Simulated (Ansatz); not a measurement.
Electronic density of states of amorphous Ti20O43W, density 3.83 g/cm³, on a 2×2×2 Γ-centred mesh with a Gaussian width of 0.1 eV; energies count from the Fermi level, whose place inside the gap is arbitrary. Cell and mesh are small, so fine structure isn't converged. Calculation: PBE, scalar-relativistic without spin-orbit coupling (plane waves to 420 eV, PAW; Ansatz, a quantum-chemistry and plane-wave program). Sampling: a 2×2×2 Γ-centred mesh; Fermi-Dirac width 0.02 eV; no spin polarisation.

A CHGNet melt-quench gave the starting glass, which DFT then relaxed. O atoms were pushed apart under 1.9 Å during the dynamics, to hinder bonds among them. The hot cell started wider than the set density and was brought back towards it in steps. It is the lowest in DFT energy of 2 quenches. It is a model cell: composition and starting density were chosen by hand, and all elements were melted together. No dispersion term was used. Its density started from a set value of 3.83 and ended at 3.83 g/cm³. Cooling (nominally 300 K/ps over its main leg) ran many orders faster than in experiment, which tends to leave more defects and strain. Values belong to this one cell and scatter from quench to quench. The volume was held where the preparation left it and the shape relaxed, at a PBE pressure of 1.9 GPa. Stress components on the final sampling reach 2.0 GPa.

(E - EF (eV), states/(eV atom)): (-12.00, 0.00); (-11.90, 0.00); (-11.80, 0.00); (-11.70, 0.00); (-11.60, 0.00); (-11.50, 0.00); (-11.40, 0.00); (-11.30, 0.00); (-11.20, 0.00); (-11.10, 0.00); (-11.00, 0.00); (-10.90, 0.00); (-10.80, 0.00); (-10.70, 0.00); (-10.60, 0.00); (-10.50, 0.00); (-10.40, 0.00); (-10.30, 0.00); (-10.20, 0.00); (-10.10, 0.00); (-10.00, 0.00); (-9.90, 0.00); (-9.80, 0.00); (-9.70, 0.00); (-9.60, 0.00); (-9.50, 0.00); (-9.40, 0.00); (-9.30, 0.00); (-9.20, 0.00); (-9.10, 0.00); (-9.00, 0.00); (-8.90, 0.00); (-8.80, 0.00); (-8.70, 0.00); (-8.60, 0.00); (-8.50, 0.00); (-8.40, 0.00); (-8.30, 0.00); (-8.20, 0.00); (-8.10, 0.00); (-8.00, 0.00); (-7.90, 0.00); (-7.80, 0.00); (-7.70, 0.00); (-7.60, 0.00); (-7.50, 0.00); (-7.40, 0.00); (-7.30, 0.00); (-7.20, 0.00); (-7.10, 0.00); (-7.00, 0.00); (-6.90, 0.00); (-6.80, 0.01); (-6.70, 0.07); (-6.60, 0.20); (-6.50, 0.27); (-6.40, 0.25); (-6.30, 0.24); (-6.20, 0.17); (-6.10, 0.09); (-6.00, 0.20); (-5.90, 0.27); (-5.80, 0.27); (-5.70, 0.46); (-5.60, 0.67); (-5.50, 0.69); (-5.40, 0.67); (-5.30, 0.73); (-5.20, 0.84); (-5.10, 1.03); (-5.00, 1.15); (-4.90, 1.15); (-4.80, 1.10); (-4.70, 1.06); (-4.60, 1.07); (-4.50, 1.05); (-4.40, 1.05); (-4.30, 1.02); (-4.20, 0.89); (-4.10, 0.86); (-4.00, 0.88); (-3.90, 0.81); (-3.80, 0.79); (-3.70, 0.80); (-3.60, 0.83); (-3.50, 0.80); (-3.40, 0.82); (-3.30, 0.85); (-3.20, 0.84); (-3.10, 0.83); (-3.00, 0.83); (-2.90, 0.83); (-2.80, 0.83); (-2.70, 0.87); (-2.60, 0.94); (-2.50, 0.88); (-2.40, 0.91); (-2.30, 0.97); (-2.20, 0.99); (-2.10, 0.96); (-2.00, 0.83); (-1.90, 0.82); (-1.80, 0.83); (-1.70, 0.76); (-1.60, 0.70); (-1.50, 0.63); (-1.40, 0.55); (-1.30, 0.31); (-1.20, 0.07); (-1.10, 0.00); (-1.00, 0.00); (-0.90, 0.00); (-0.80, 0.00); (-0.70, 0.00); (-0.60, 0.00); (-0.50, 0.00); (-0.40, 0.00); (-0.30, 0.00); (-0.20, 0.00); (-0.10, 0.00); (0.00, 0.00); (0.10, 0.00); (0.20, 0.00); (0.30, 0.00); (0.40, 0.00); (0.50, 0.00); (0.60, 0.00); (0.70, 0.00); (0.80, 0.00); (0.90, 0.00); (1.00, 0.00); (1.10, 0.00); (1.20, 0.06); (1.30, 0.27); (1.40, 0.43); (1.50, 0.47); (1.60, 0.56); (1.70, 0.72); (1.80, 0.89); (1.90, 0.93); (2.00, 1.00); (2.10, 0.95); (2.20, 0.86); (2.30, 0.93); (2.40, 1.01); (2.50, 0.99)

The gap on this mesh is 2.57 eV; the broadening fills part of it in the curve.
